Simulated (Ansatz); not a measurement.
# Lattice parameter a of MoS₂ (model structure, started from the 3R-MoS2 type, R3m, No. 160, 3 atoms in the cell) at several levels of theory

No measured value is used here.

```
level (code)         value (Å)
-------------------  ---------
PBE (Ansatz)             3.185
PBEsol (Ansatz)          3.143
PBE-D3(BJ) (Ansatz)      3.153
```

The crystal itself was run without spin with PBE, PBEsol, PBE-D3(BJ); a magnetic state was not tried in these runs. Ansatz's density-functional and Hartree–Fock values are scalar-relativistic unless marked +SOC, with PAW data made under PBE.

A model structure was made by putting elements into a prototype or built by hand; it is no filed structure, need not be a known phase, and can be a saddle point held by its symmetry.

Ansatz is an electronic-structure program.
